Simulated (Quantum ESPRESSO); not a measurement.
**Quick settings and what they miss: Mg₂ZnP₂ (P3m1, 5 atoms in the cell)**

Self-consistent single point.

```yaml
crystal:
  lattice:
    - [4.02049, 0.00000, 0.00000]
    - [-2.01025, 3.48185, 0.00000]
    - [0.00000, 0.00000, 6.55435]
  atoms:
    - { symbol: Mg, position: [0.66667, 0.33333, 0.63415] }
    - { symbol: Mg, position: [0.33333, 0.66667, 0.99427] }
    - { symbol: Zn, position: [0.00000, 0.00000, 0.36142] }
    - { symbol: P, position: [0.00000, 0.00000, 0.76671] }
    - { symbol: P, position: [0.66667, 0.33333, 0.24345] }
```

Method of the run: LDA (PZ), GBRV 1.5 ultrasoft (LDA) pseudopotentials (plane waves; Quantum ESPRESSO).

Base settings: ecutwfc = 50 Ry; ecutrho = 250 Ry; occupations = fixed; potentials = {Mg: mg_lda_v1.4.uspp.F.UPF, Zn: zn_lda_v1.uspp.F.UPF, P: p_lda_v1.5.uspp.F.UPF}; K_POINTS = automatic 10 10 5 0 0 0; nbnd = 27; conv_thr = 1e-10 Ry; mixing_beta = 0.3.

Tight run (finer mesh or higher cutoff; not a proven limit): ecutwfc: 50 Ry → 70 Ry; ecutrho: 250 Ry → 350 Ry; conv_thr: 1e-10 Ry → 7.3e-11 Ry; K_POINTS: automatic 10 10 5 0 0 0 → automatic 14 14 7 0 0 0. It gave top of the valence band (on the code's own zero) 7.37 eV; gap on the k-point mesh 0.84 eV; pressure -3.39 GPa; largest force (vector length) 0.041 eV/Å.

Quick runs, as changes from the base:
- A: the base itself
- B: ecutwfc: 50 Ry → 25 Ry; ecutrho: 250 Ry → 200 Ry; nbnd: 27 → 19; pseudopotentials: {Mg: mg_lda_v1.4.uspp.F.UPF, Zn: zn_lda_v1.uspp.F.UPF, P: p_lda_v1.5.uspp.F.UPF} → {Mg: Mg.pbe-n-kjpaw_psl.0.3.0.UPF, Zn: Zn_pbe_v1.uspp.F.UPF, P: P.pbe-n-rrkjus_psl.1.0.0.UPF}; K_POINTS: automatic 10 10 5 0 0 0 → automatic 8 8 8 0 0 0; input_dft: default → pbesol [PBEsol]
- C: ecutwfc: 50 Ry → 35 Ry; ecutrho: 250 Ry → 280 Ry; occupations: fixed → smearing; nbnd: 27 → default; pseudopotentials: {Mg: mg_lda_v1.4.uspp.F.UPF, Zn: zn_lda_v1.uspp.F.UPF, P: p_lda_v1.5.uspp.F.UPF} → {Mg: Mg.pbe-n-kjpaw_psl.0.3.0.UPF, Zn: Zn_pbe_v1.uspp.F.UPF, P: P.pbe-n-rrkjus_psl.1.0.0.UPF}; K_POINTS: automatic 10 10 5 0 0 0 → automatic 8 8 8 0 0 0; smearing: default → fermi-dirac; degauss: default → 0.036749 Ry; and 1 further keys [PBEsol]
- D: ecutwfc: 50 Ry → 30 Ry; ecutrho: 250 Ry → 240 Ry; occupations: fixed → smearing; nbnd: 27 → default; conv_thr: 1e-10 Ry → 7.3e-06 Ry; pseudopotentials: {Mg: mg_lda_v1.4.uspp.F.UPF, Zn: zn_lda_v1.uspp.F.UPF, P: p_lda_v1.5.uspp.F.UPF} → {Mg: Mg.pbe-n-kjpaw_psl.0.3.0.UPF, Zn: Zn_pbe_v1.uspp.F.UPF, P: P.pbe-n-rrkjus_psl.1.0.0.UPF}; K_POINTS: automatic 10 10 5 0 0 0 → automatic 1 1 1 0 0 0; smearing: default → fermi-dirac; and 2 further keys [PBEsol]
- E: ecutwfc: 50 Ry → 25 Ry; ecutrho: 250 Ry → 125 Ry; occupations: fixed → smearing; nbnd: 27 → default; K_POINTS: automatic 10 10 5 0 0 0 → automatic 2 2 2 0 0 0; smearing: default → marzari-vanderbilt; degauss: default → 0.0147 Ry

Energies are extrapolated to zero smearing width, which holds to low order in the width alone (under cold and Methfessel-Paxton smearing the free energy itself is taken).

Dashes: energy of B, C, D, another energy zero; gap of C, no gap found; pressure of D, not trusted under this conv_thr with d or f elements; gap of D, left out as unsure on this mesh or at this smearing; time of D, E, under 30 s.

Gaps are read on each run's own mesh, which may miss the band edges.

† marks runs with another functional, U, potentials or spin treatment: their distance from the tight run is not a convergence error alone.

The count of work is k-points × plane waves × bands × iterations; it is no time. Core times come from one kind of shared machine and are given to one figure; runs under 30 s give none.

The starting cell comes from a database of computed structures (which also holds hypothetical and non-ambient phases and stackings), without a prior relaxation at this level. Its lattice was rescaled by a random factor within 2.5 % of one. In the base run, with a pressure of about -3 GPa the cell is away from its equilibrium volume at this level.

```csv
run,energy less tight (meV/atom),pressure less tight (GPa),largest miss in a force vector (eV/Å),gap on the mesh less tight (eV),count of work / tight,core time / tight (rough)
A,3.9,-0.05,0.000,0.008,0.24,0.3
B†,–,-54.14,0.160,0.139,0.064,0.07
C†,–,1.83,0.186,–,0.11,0.08
D†,–,–,0.880,–,0.00088,–
E,1935.2,-79.22,0.295,0.091,0.0070,–
```

Among the runs at the tight run's level, the energy misses run from 3.9 to 1935.2 meV/atom.

Left out of this page: 1 run of the series failed or unconverged.
